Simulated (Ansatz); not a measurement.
We consider CsCl-type AuZn (cubic form, which distorts at low temperature), described by PBE (PAW; Ansatz, an electronic-structure program).

Settings: plane-wave cutoff 520 eV, 16×16×16 k mesh, Fermi–Dirac smearing 0.1 eV, perturbation theory, force constants from a 4×4×4 q mesh, scalar-relativistic PAW data made under PBE.

Computed at the level's own relaxed cell. Harmonic vibrational thermodynamics at fixed volume:

```csv
T (K),S_vib (J/K per mol of atoms),C_V (J/K per mol of atoms),F_vib (eV/atom)
0,0.00,0.00,0.0170
200,?,?,?
300,?,?,?
400,?,?,?
600,?,?,?
800,?,?,?
900,?,?,?
```

Problem. What belongs in the gaps?

Solution. 
- 200, S_vib (J/K per mol of atoms): 40.49
- 200, C_V (J/K per mol of atoms): 23.84
- 200, F_vib (eV/atom): -0.0299
- 300, S_vib (J/K per mol of atoms): 50.29
- 300, C_V (J/K per mol of atoms): 24.43
- 300, F_vib (eV/atom): -0.0773
- 400, S_vib (J/K per mol of atoms): 57.36
- 400, C_V (J/K per mol of atoms): 24.65
- 400, F_vib (eV/atom): -0.1332
- 600, S_vib (J/K per mol of atoms): 67.39
- 600, C_V (J/K per mol of atoms): 24.81
- 600, F_vib (eV/atom): -0.2632
- 800, S_vib (J/K per mol of atoms): 74.54
- 800, C_V (J/K per mol of atoms): 24.86
- 800, F_vib (eV/atom): -0.4107
- 900, S_vib (J/K per mol of atoms): 77.46
- 900, C_V (J/K per mol of atoms): 24.88
- 900, F_vib (eV/atom): -0.4895

The crystal is taken as a harmonic solid at every temperature: melting, phase changes and thermal expansion are not seen, nor the electrons' share in a metal.

Note: symmetry holds this phase in the static calculation, where it need not be a minimum.
